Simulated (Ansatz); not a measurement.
Bond-angle distributions (per cent of the angles at each element, bins of 10°) of a relaxed model of amorphous Ti₂₀O₄₃Ga₂ at 3.72 g/cm³. Calculation: PBE, scalar-relativistic without spin-orbit coupling (plane waves to 420 eV, PAW; Ansatz, a quantum-chemistry and plane-wave program).

A CHGNet melt-quench gave the starting glass, which DFT then relaxed. O atoms were pushed apart under 1.9 Å during the dynamics, to hinder bonds among them. The hot cell started wider than the set density and was brought back towards it in steps. It is the lowest in DFT energy of 2 quenches. It is a model cell: composition and starting density were chosen by hand, and all elements were melted together. No dispersion term was used. Its density started from a set value of 3.72 and ended at 3.72 g/cm³. The quench (nominally 360 K/ps over its main leg) was far faster than any real one, so the model tends to hold more defects than a real film. A cell of this size samples the disorder only roughly. The volume was held where the preparation left it and the shape relaxed, at a PBE pressure of 1.3 GPa. Stress components on the final sampling reach 1.4 GPa.

Neighbours within Ti-Ti 3.12 Å, Ti-O 2.56 Å, Ti-Ga 2.90 Å, O-O 1.58 Å, O-Ga 2.26 Å, Ga-Ga 2.68 Å count as bonded. Two cations that share two anions don't count as bonded, nor two that share one unless they lie closer than Ti-Ti 3.04 Å, Ti-Ga 2.82 Å, Ga-Ga 2.61 Å.

```json
[
 {"angle (°)": "50-60", "at Ti": "0", "at O": "0"},
 {"angle (°)": "60-70", "at Ti": "1", "at O": "0"},
 {"angle (°)": "70-80", "at Ti": "15", "at O": "0"},
 {"angle (°)": "80-90", "at Ti": "20", "at O": "1"},
 {"angle (°)": "90-100", "at Ti": "23", "at O": "19"},
 {"angle (°)": "100-110", "at Ti": "12", "at O": "21"},
 {"angle (°)": "110-120", "at Ti": "5", "at O": "16"},
 {"angle (°)": "120-130", "at Ti": "7", "at O": "13"},
 {"angle (°)": "130-140", "at Ti": "3", "at O": "16"},
 {"angle (°)": "140-150", "at Ti": "4", "at O": "9"},
 {"angle (°)": "150-160", "at Ti": "4", "at O": "1"},
 {"angle (°)": "160-170", "at Ti": "5", "at O": "3"},
 {"angle (°)": "170-180", "at Ti": "2", "at O": "2"}
]
```

They go with these counts of neighbours within the cut-offs, cation contacts included: Ti mean 5.4, most often 5; O mean 2.7, most often 3.
